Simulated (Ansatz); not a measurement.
Base system: CsBr in the CsCl type structure (space group Pm-3m, No. 221; a = 4.242 Å).

Level of theory: Ansatz (a program for electronic structure) PBEsol, spin-orbit coupling left out.

One change was made to it. Results:

The density grows by 2.04 g/cm³ to 6.67 g/cm³; the electron mass (degenerate bands, along [100]) is 0.25, 1.2 mₑ (at Γ).

**Question.** Which change produced these results?
A) pressure 30 GPa
B) pressure 7 GPa
C) pressure 50 GPa
D) pressure 15 GPa
E) pressure −1 GPa

**Answer.** D, pressure 15 GPa. For comparison, the electron mass in the other runs: pressure 50 GPa gives 0.20, 1.1 mₑ (at Γ); pressure 7 GPa gives 0.28, 1.2 mₑ (at Γ); pressure −1 GPa gives 0.31 mₑ (at Γ); pressure 30 GPa gives 0.22, 1.2 mₑ (at Γ).

The levels and masses belong to the bands next to the band gap. Load acts through the strain it causes; cell and atoms are relaxed under it. Effective masses come from finite differences of ±0.01 Å⁻¹. No phonon test of stability was made. No other phases were tried under pressure.
